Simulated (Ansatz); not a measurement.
For CdO (model structure, started from the BeO type, P4₂/mnm, No. 136, 8 atoms in the cell), PBEsol in Ansatz (plane waves, PAW) gives:

| Property | Result |
|---|---|
| lattice constant a | 6.092 Å |
| c axis length | 3.626 Å |
| cohesive energy | 3.28 eV/atom |

Problem. What does PBE-D3(BJ) (plane waves, PAW; Ansatz, a program for electronic structure) give for the same quantities?

Solution. 
- lattice constant a: 6.119 Å (increases by 0.4 %)
- lattice parameter c: 3.678 Å (rises by 1.4 %)
- cohesive energy: 3.14 eV/atom (shrinks by 0.14 eV/atom)

Changes are worked out from the printed values.

Unless a cell is named, each level is at its own relaxed cell (PBEsol 16.82, PBE-D3(BJ) 17.21 Å³/atom).

Ansatz's density-functional and Hartree–Fock values are scalar-relativistic unless marked +SOC, with PAW data made under PBE.

A model structure was made by putting elements into a prototype or built by hand; it is no filed structure, need not be a known phase, and can be a saddle point held by its symmetry.
